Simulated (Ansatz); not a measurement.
## A computed series for BN: response to strain

Take BN in the zinc blende structure (space group F-43m, No. 216) as the base.

```yaml
crystal:
  lattice:
    - [0.00000, 1.80284, 1.80284]
    - [1.80284, 0.00000, 1.80284]
    - [1.80284, 1.80284, 0.00000]
  atoms:
    - { symbol: B, position: [0.00000, 0.00000, 0.00000] }
    - { symbol: N, position: [0.25000, 0.25000, 0.25000] }
```

Strains are applied to the cell and any free atomic positions relax.

The values are results of PBEsol/PAW in Ansatz (a quantum-chemistry and plane-wave program), scalar-relativistic without spin-orbit coupling, not measurements.

```tsv
isotropic strain (%)	pressure (GPa)
-3	41.6
-1	12.3
-0.5	?
0	0.0
0.5	-5.6
1	-10.9
1.5	-15.9
2.5	-24.9
3	-29.0
```

Task: Fit P = P₀ − Bδ + Cδ² with δ = (1 + ε)³ − 1 to the rows shown and predict the withheld row.

Result: Least squares on the printed values gives P₀ = 0.1 GPa, B = 395 GPa, C = 901 GPa (largest residual 0.3 GPa); this predicts 6.2 GPa, and the run gives 6.0 GPa, 0.2 lower.

Stability against distortions was not tested.
